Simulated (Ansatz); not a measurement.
A computed series for Ag: response to strain

Start from Ag in the fcc (Cu type) structure (space group Fm-3m, No. 225; a = 4.1052 Å). Axes: x, y, z lie along the cube axes.

Strains are applied to the cell and any free atomic positions relax; under biaxial strain the out-of-plane vector relaxes too.

Level of theory: Ansatz (a first-principles code) r2SCAN, scalar-relativistic without spin-orbit coupling.

Candidates:
(a) isotropic strain +2.64 %
(b) isotropic strain +0.23 %
(c) biaxial strain −1.80 %, plane normal [001], relaxed out of plane

Notes on the quantities. energy relative to the base: free energy F.

Order them by energy relative to the base, lowest first.

(b) isotropic strain +0.23 % (+0.3 meV/atom), (c) biaxial strain −1.80 %, plane normal [001], relaxed out of plane (+2.1 meV/atom), (a) isotropic strain +2.64 % (+31 meV/atom)

Without a gap, meshes like the base's 19×19×19 leave anisotropic stresses uncertain by several tenths of a GPa, and small strain energies with them. Whether these cells are dynamically stable was not tested.
